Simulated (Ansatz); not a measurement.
# Phonons of KCl (rock salt, Fm-3m) at temperature

Method: the stochastic self-consistent harmonic approximation in a 3×3×3 supercell, PBE density-functional theory in Ansatz (plane waves, PAW). The cell is fixed at its relaxed static size. Melting and transitions to other phases are not modelled. An odd repeat of the supercell leaves out some zone-boundary points, where instabilities often lie. Frequencies in cm⁻¹ at q = (0.00, 0.00, 0.33) (fractions of the primitive reciprocal vectors), each column in ascending order, rows equal in every column written once; i marks an imaginary mode. The auxiliary (Gaussian) frequencies are positive by construction; the free-energy Hessian decides stability.

| harmonic | Gaussian 300 K | Hessian 300 K | Gaussian 600 K | Hessian 600 K |
|---|---|---|---|---|
| 70 | 74 | 68 | 77 | 66 |
| 104 | 107 | 102 | 109 | 102 |
| 113 | 121 | 111 | 127 | 109 |
| 174 | 179 | 172 | 183 | 171 |

| Item | Result |
|---|---|
| pressure at 300 K in this cell | 0.57 ± 0.00 GPa |
| pressure at 600 K in this cell | 1.05 ± 0.00 GPa |
| pressure near 300 K by path-integral sampling of the fitted surface | 0.60 GPa |
| pressure near 600 K by path-integral sampling of the fitted surface | 1.14 GPa |
| static pressure | 0.00 GPa |
| largest statistical error of the Hessian column at 300 K | 0.1 cm⁻¹ |
| largest statistical error of the Hessian column at 600 K | 0.2 cm⁻¹ |

Over all wave vectors of the supercell the softest harmonic mode is 52 cm⁻¹ at q = (0.00, 0.33, 0.33); the softest of the Hessian is 50 cm⁻¹ at q = (0.00, 0.33, 0.33) at 300 K (error under 1; the run's verdict: stable), 48 cm⁻¹ at q = (0.00, 0.33, 0.33) at 600 K (error under 1; the run's verdict: stable).

Ansatz is a quantum-chemistry and plane-wave program.
